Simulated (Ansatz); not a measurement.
```xyz
3
Lattice="3.8229 0.0000 0.0000 -1.9115 3.3108 0.0000 0.0000 0.0000 18.9820" Properties=species:S:1:pos:R:3 pbc="T T T"
Pt     0.0000     0.0000     9.4910
Se     0.0000     2.2072    10.7584
Se     1.9115     1.1036     8.2236
```

These are PBE with spin-orbit coupling, rigid bands (plane waves, PAW; Ansatz, a quantum-chemistry and plane-wave program) values and carry that method's errors. Condition of this run: biaxial strain +2 % with spin-orbit coupling. Geometry: cell and atoms relaxed with PBE, then loaded as said.

Task: Predict the electron conductivity mass (n e² τ/σ) at 300 K, by direction if it differs.

Result: 0.34 mₑ.

Task: What conductivity effective mass do dilute holes have at 300 K?

Result: 1.12 mₑ.

Task: And the band gap?

Result: 1.21 eV at this level; semilocal functionals usually fall short of the measured gap.

Rigid bands, one relaxation time for all states, no polarons.

Model free-standing layer, not matched to a measured one here: monolayer PtSe2.
